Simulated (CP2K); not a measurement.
## Input and output of a self-consistent single point for Te₃MoWSe (P3m1, 12 atoms in the cell) (CP2K)

Method: PBEsol, GPW, DZVP-MOLOPT-SR-GTH basis, GTH-PBE potentials (GTH_POTENTIALS) (CP2K).

This input was run:

```
&GLOBAL
  PROJECT calc
  RUN_TYPE ENERGY_FORCE
  PRINT_LEVEL LOW
&END GLOBAL
&FORCE_EVAL
  METHOD Quickstep
  STRESS_TENSOR ANALYTICAL
  &DFT
    BASIS_SET_FILE_NAME BASIS_MOLOPT
    POTENTIAL_FILE_NAME GTH_POTENTIALS
    &QS
      METHOD GPW
      EPS_DEFAULT 1E-10
    &END QS
    &MGRID
      CUTOFF 500
      REL_CUTOFF 40
      NGRIDS 5
    &END MGRID
    &SCF
      SCF_GUESS ATOMIC
      EPS_SCF 1E-6
      MAX_SCF 100
      ADDED_MOS 17
      &DIAGONALIZATION
        ALGORITHM STANDARD
      &END DIAGONALIZATION
      &MIXING
        METHOD BROYDEN_MIXING
        ALPHA 0.3
        NBUFFER 8
      &END MIXING
      &SMEAR ON
        METHOD GAUSSIAN
        SIGMA [eV] 0.01
      &END SMEAR
    &END SCF
    &KPOINTS
      SCHEME MONKHORST-PACK 7 7 1
    &END KPOINTS
    &XC
      &XC_FUNCTIONAL
        &PBE
          PARAMETRIZATION PBESOL
        &END PBE
      &END XC_FUNCTIONAL
    &END XC
    &PRINT
      &MO
        EIGENVALUES T
        OCCUPATION_NUMBERS T
        NDIGITS 8
        FILENAME mo
        &EACH
          QS_SCF 0
        &END EACH
        ADD_LAST NUMERIC
      &END MO
      &MULLIKEN OFF
      &END MULLIKEN
    &END PRINT
  &END DFT
  &SUBSYS
    &CELL
      A 3.48373100 0.00000000 0.00000000
      B -1.74186600 3.01700000 0.00000000
      C 0.00000000 0.00000000 39.49007500
      PERIODIC XYZ
    &END CELL
    &COORD
      Te       0.00000000     0.00000000    12.96617123
      Te      -0.00000208     2.01133434     1.88249188
      Te      -0.00000208     2.01133434    16.72088756
      Te      -0.00000208     2.01133434     5.53571871
      Te      -0.00000208     2.01133434    20.37371949
      Te       0.00000000     0.00000000     9.29043504
      Mo       0.00000000     0.00000000     3.70811804
      Mo       0.00000000     0.00000000    18.54769843
      W       -0.00000208     2.01133434    11.12830313
      W       -0.00000208     2.01133434    25.96630392
      Se       0.00000000     0.00000000    27.58263269
      Se       0.00000000     0.00000000    24.34839554
    &END COORD
    &KIND Te
      BASIS_SET DZVP-MOLOPT-SR-GTH
      POTENTIAL GTH-PBE-q6
    &END KIND
    &KIND Mo
      BASIS_SET DZVP-MOLOPT-SR-GTH
      POTENTIAL GTH-PBE-q14
    &END KIND
    &KIND W
      BASIS_SET DZVP-MOLOPT-SR-GTH
      POTENTIAL GTH-PBE-q14
    &END KIND
    &KIND Se
      BASIS_SET DZVP-MOLOPT-SR-GTH
      POTENTIAL GTH-PBE-q6
    &END KIND
  &END SUBSYS
  &PRINT
    &FORCES ON
    &END FORCES
    &STRESS_TENSOR ON
    &END STRESS_TENSOR
  &END PRINT
&END FORCE_EVAL
```

Output (repeated stretches shortened):

```
 GLOBAL| Method name                                                        CP2K
 GLOBAL| Project name                                                       calc
 GLOBAL| Run type                                                   ENERGY_FORCE

 TOTAL NUMBERS AND MAXIMUM NUMBERS

  Total number of            - Atomic kinds:                                   4
                             - Atoms:                                         12
                             - Shell sets:                                    12
                             - Shells:                                        72
                             - Primitive Cartesian functions:                 64
                             - Cartesian basis functions:                    236
                             - Spherical basis functions:                    208

  Maximum angular momentum of- Orbital basis functions:                        3
                             - Local part of the GTH pseudopotential:          2
                             - Non-local part of the GTH pseudopotential:      4

 SCF PARAMETERS         Density guess:                                    ATOMIC
                        max_scf:                                             100
                        max_diis:                                              4
                        eps_scf:                                        1.00E-06
                        eps_diis:                                       1.00E-01
                        eps_eigval:                                     1.00E-05
                        level_shift [a.u.]:                             0.000000
                        added MOs                                        17    0
                        Mixing method:                            BROYDEN_MIXING
                                                charge density mixing in g-space
                        Smear method:                                   GAUSSIAN
                        Smearing width (sigma) [a.u.]:                  3.67E-04
                        Accuracy threshold:                             1.00E-10
                        No outer SCF

 Extrapolation method: initial_guess

 Number of electrons:                                                        104
 Number of occupied orbitals:                                                 52
 Number of molecular orbitals:                                                69

 Number of orbital functions:                                                208
 Number of independent orbital functions:                                    208

 SCF WAVEFUNCTION OPTIMIZATION

  Step     Update method      Time    Convergence         Total energy    Change
     1 NoMix/Diag. 0.30E+00      -     1.55864359      -342.0411061539 -3.42E+02
     2 Broy./Diag. 0.30E+00      -     0.23225327      -345.0204219093 -2.98E+00
     3 Broy./Diag. 0.30E+00      -     0.10004604      -340.8608023305  4.16E+00
     4 Broy./Diag. 0.30E+00      -     0.03062538      -341.0380230903 -1.77E-01
     5 Broy./Diag. 0.30E+00      -     0.01148133      -340.1476916088  8.90E-01
     6 Broy./Diag. 0.30E+00      -     0.00266773      -340.3524583436 -2.05E-01
     7 Broy./Diag. 0.30E+00      -     0.00129370      -340.4075528424 -5.51E-02
   [... 13 lines left out ...]
    21 Broy./Diag. 0.30E+00      -     0.00000260      -340.4227642426  9.11E-06
    22 Broy./Diag. 0.30E+00      -     0.00000287      -340.4227646860 -4.43E-07
    23 Broy./Diag. 0.30E+00      -     0.00000220      -340.4227600669  4.62E-06
    24 Broy./Diag. 0.30E+00      -     0.00000126      -340.4227566405  3.43E-06
    25 Broy./Diag. 0.30E+00      -     0.00000090      -340.4227594113 -2.77E-06

  *** SCF run converged in    25 steps ***

  Electronic density on regular grids:       -104.0000000002       -0.0000000002
  Core density on regular grids:              103.9999999839       -0.0000000161
  Total charge density on r-space grids:       -0.0000000163
  Total charge density g-space grids:          -0.0000000163

  Overlap energy of the core charge distribution:               0.00000001207371
  Self energy of the core charge distribution:               -607.74007636455872
  Core Hamiltonian energy:                                    132.52144519877351
  Hartree energy:                                             180.63508730323809
  Exchange-correlation energy:                                -45.83921556082237
  Smearing free energy correction:                              0.00000000000000
  Fermi energy:                                                 0.15978669399925

  Total energy:                                              -340.42275941129583
  Total energy (extrapolated to sigma->0):                   -340.42275941129583

 ENERGY| Total FORCE_EVAL ( QS ) energy [hartree]           -340.422755659775362

 FORCES| Atomic forces [hartree/bohr]
 FORCES|   Atom     x               y               z               |f|
 FORCES|      1 -2.67527174E-07  1.72799290E-07  3.52502931E-03   3.52502932E-03
 FORCES|      2  1.66106010E-07 -1.15886557E-07 -2.47106763E-03   2.47106764E-03
 FORCES|      3  1.70874776E-07 -1.12631922E-07 -3.86172210E-03   3.86172210E-03
 FORCES|      4  1.85303639E-07 -1.23014734E-07  3.71207748E-03   3.71207749E-03
 FORCES|      5  1.79343962E-07 -1.26037972E-07  3.61097945E-03   3.61097946E-03
 FORCES|      6  6.49102441E-08 -2.56392986E-08 -3.52061481E-03   3.52061481E-03
 FORCES|      7 -4.60563725E-07  3.07381589E-07  8.00978345E-05   8.00997484E-05
 FORCES|      8 -4.61493238E-07  3.08554571E-07  1.79538804E-04   1.79539663E-04
 FORCES|      9  6.21479743E-07 -4.00105732E-07  3.17966432E-05   3.18052329E-05
 FORCES|     10  6.81822870E-07 -4.18016903E-07 -4.16821192E-04   4.16821959E-04
 FORCES|     11 -4.58167858E-07  2.77893281E-07 -1.04225581E-03   1.04225595E-03
 FORCES|     12 -4.57407348E-07  2.75122784E-07  2.28031125E-04   2.28031749E-04
 FORCES| Sum    -3.53180983E-08  2.04183969E-08  5.50691050E-05
 FORCES| Total atomic force                                       5.50691201E-05

 STRESS| Analytical stress tensor [bar]
 STRESS|                        x                   y                   z
 STRESS|      x       -9.80576966284E+02  -9.37295336157E+00  -6.61972005981E-03
 STRESS|      y       -9.37295336157E+00  -9.91656005772E+02   7.46286934152E-03
 STRESS|      z       -6.61972005981E-03   7.46286934152E-03   1.36633666606E+03
 STRESS| 1/3 Trace                                            -2.01965435334E+02
```

The run converged in 25 iterations.

The starting cell comes from a database of computed structures (which also holds hypothetical and non-ambient phases and stackings), without a prior relaxation at this level. Its lattice was rescaled by a random factor within 2.5 % of one. Values carry the incompleteness of an atom-centred basis. The potentials were made for another functional than the one used.

Cost on one core of a shared machine: roughly 4 min.
